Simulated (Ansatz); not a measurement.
Input and output of a self-consistent single point for ZrB2 (P6/mmm, 3 atoms in the cell) (Ansatz, a first-principles code).

Computed with PBE with spin-orbit coupling (plane waves, PAW; Ansatz).

```yaml
crystal:
  lattice:
    - [3.16752, 0.00000, 0.00000]
    - [-1.58376, 2.74315, 0.00000]
    - [0.00000, 0.00000, 3.55239]
  atoms:
    - { symbol: Zr, position: [0.00000, 0.00000, 0.00000] }
    - { symbol: B, position: [0.33333, 0.66667, 0.50000] }
    - { symbol: B, position: [0.66667, 0.33333, 0.50000] }
```

Reference input (self-consistent single point, DFT, PBE, plane waves, default PAW files): basis.ecutwfc = 420 eV; kpoints.mp_grid.grid = 16 16 12; hamiltonian.xc = pbe; hamiltonian.pseudopotentials = {kind: paw} (the program's default PAW files); scf.occupations.method = fermi_dirac; scf.occupations.width = 0.136 eV. This run's input differs from it in these lines:

Ansatz 0.2 input:
```diff
@@ -16,2 +16,5 @@
   pseudopotentials: { kind: paw }
+magnetization:
+  noncollinear: true
+  spin_orbit: true
 scf:
```

The program printed (abridged):

```
SCF iter   1: F=—  HF=-4500.201517 eV  |F-HF|=—  |Δ(HF+E_count)|=         —  Δρ=5.80e-2  dr2=1.88e0  dr2_m=0.00e0 (ungated)  ethr=3.10e-3  |M|=0.00e0 ∫|m|=0.00e0 μB  |m|>n=0.0e0 m-floor=0.0e0 τ_xc=0.0e0  β_m=0.30  ⟨swp⟩=4.6  Hψ=12705  notcnv=0
all-band conjugate gradients solve this SCF's bands
preconditioner: auto → none
   [... lines left out ...]
SCF iter   6: F=—  HF=-4499.583711 eV  |F-HF|=—  |Δ(HF+E_count)|=   2.57e-7  Δρ=2.24e-5  dr2=2.68e-7  dr2_m=0.00e0 (ungated)  ethr=5.56e-10  |M|=0.00e0 ∫|m|=0.00e0 μB  |m|>n=0.0e0 m-floor=0.0e0 τ_xc=0.0e0  β_m=0.73  ⟨swp⟩=7.3  Hψ=12935  notcnv=0
SCF iter   7: F=-4499.583711 eV  HF=-4499.583711 eV  |F-HF|=3.57e-9  |Δ(HF+E_count)|=   6.73e-8  Δρ=4.06e-6  dr2=5.76e-9  dr2_m=0.00e0 (ungated)  ethr=5.56e-10  |M|=0.00e0 ∫|m|=0.00e0 μB  |m|>n=0.0e0 m-floor=0.0e0 τ_xc=0.0e0  ⟨swp⟩=4.0  Hψ=7835  notcnv=0
SCF 1 converged in 7 iterations: F = -4499.583711 eV  dr2 = 5.76e-9
Magnetization: |M| = 0.0000 μB,  M = (+0.0000, +0.0000, +0.0000) μB
Absolute magnetization: 0.0000 μB (∫|m|)
  site 0: m = (+0.0000, +0.0000, +0.0000) μB, |m| = 0.0000 μB  (R = 1.05 Å)
  site 1: m = (+0.0000, +0.0000, +0.0000) μB, |m| = 0.0000 μB  (R = 0.75 Å)
  site 2: m = (+0.0000, +0.0000, +0.0000) μB, |m| = 0.0000 μB  (R = 0.75 Å)
Free energy (F): -4499.583711 eV
Internal energy: -4499.566685 eV  (E = F + TS)
E sigma→0 (E₀):  -4499.575198 eV
Entropy (-TS):   -0.017026 eV (-5.675 meV/atom)
Fermi energy:    15.722228 eV
--- Forces (eV/Å), atoms counted from 1 ---
  atom   1  Zr    -0.00000000    -0.00000000     0.00000000
   [... zero for the other atoms too ...]
--- Stress (GPa, compression-positive) ---
        0.429222       0.000000      -0.000000
        0.000000       0.429222      -0.000000
       -0.000000      -0.000000      -0.999892
  P = ⅓ Tr σ = -0.0471 GPa (-0.471 kbar)
  The stress holds the Pulay correction. Without it, at fixed plane waves, as pw.x and ABINIT print it: P = -0.2419 GPa
```

The run converged in 7 iterations. Against the reference run the pressure moves little (-0.04 to -0.05 GPa).

The starting cell comes from a database of computed structures (which also holds hypothetical and non-ambient phases and stackings), without a prior relaxation at this level. Ansatz's pressure includes its estimate of the finite-basis (Pulay) stress.
